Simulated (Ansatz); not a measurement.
Stishovite (SiO2) was calculated with G0W0@PBE (Ansatz, a quantum-chemistry and plane-wave program, plane waves, hard PAW, contour deformation).

The same calculation (at the measured cell, 7.757 Å³/atom) with different numerical settings; throughout: k mesh 2×2×2:

```tsv
run	response cutoff (eV)	empty bands	quasiparticle gap on the mesh (eV)	quasiparticle gap at Γ (eV)	rough time
1	100	194	8.134	8.134	10 core-s
2	150	357	8.353	8.353	30 core-s
3	200	549	8.451	8.451	60 core-s
4	250	767	8.504	8.504	3 core-min
5	300	1009	8.534	8.534	5 core-min
```

In the column quasiparticle gap on the mesh (eV) the first row differs from the last by -0.400 and the next to last by -0.030.

The last row is no converged limit: other settings stay fixed.
